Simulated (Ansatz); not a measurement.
**A computed series for TiO2: pressure series**

Start from TiO2 in the rutile structure (space group P4_2/mnm, No. 136).

```yaml
crystal:
  lattice:
    - [4.59117, 0.00000, 0.00000]
    - [0.00000, 4.59117, 0.00000]
    - [0.00000, 0.00000, 2.93906]
  atoms:
    - { symbol: Ti, position: [0.00000, 0.00000, 0.00000] }
    - { symbol: Ti, position: [0.50000, 0.50000, 0.50000] }
    - { symbol: O, position: [0.30444, 0.30444, 0.00000] }
    - { symbol: O, position: [0.80444, 0.19556, 0.50000] }
    - { symbol: O, position: [0.19556, 0.80444, 0.50000] }
    - { symbol: O, position: [0.69556, 0.69556, 0.00000] }
```

Cell and atoms are relaxed at each pressure.

Levels (all Ansatz, a quantum-chemistry and plane-wave program, PAW): PBEsol (420 eV, scalar-relativistic without spin-orbit coupling); r2SCAN (500 eV, scalar-relativistic without spin-orbit coupling); HSE06 (420 eV, no spin-orbit coupling).

Band gaps by level, all at the geometries relaxed with PBEsol:

```tsv
case	PBEsol	r2SCAN	HSE06
base	1.87 eV	2.24 eV	3.40 eV
pressure −2 GPa	1.87 eV	2.23 eV	3.39 eV
pressure 0.3 GPa	1.87 eV	2.24 eV	3.40 eV
pressure 0.7 GPa	1.87 eV	2.24 eV	3.41 eV
pressure 1.5 GPa	1.87 eV	2.25 eV	3.41 eV
pressure 3 GPa	1.88 eV	2.25 eV	3.42 eV
pressure 5 GPa	1.88 eV	2.26 eV	3.43 eV
pressure 7.5 GPa	1.89 eV	2.28 eV	3.45 eV
```

Single points use the geometry relaxed with PBEsol. Load acts through the strain it causes; cell and atoms are relaxed under it. Whether these cells are dynamically stable was not tested. No other phases were tried under pressure. All final runs are without spin polarisation.
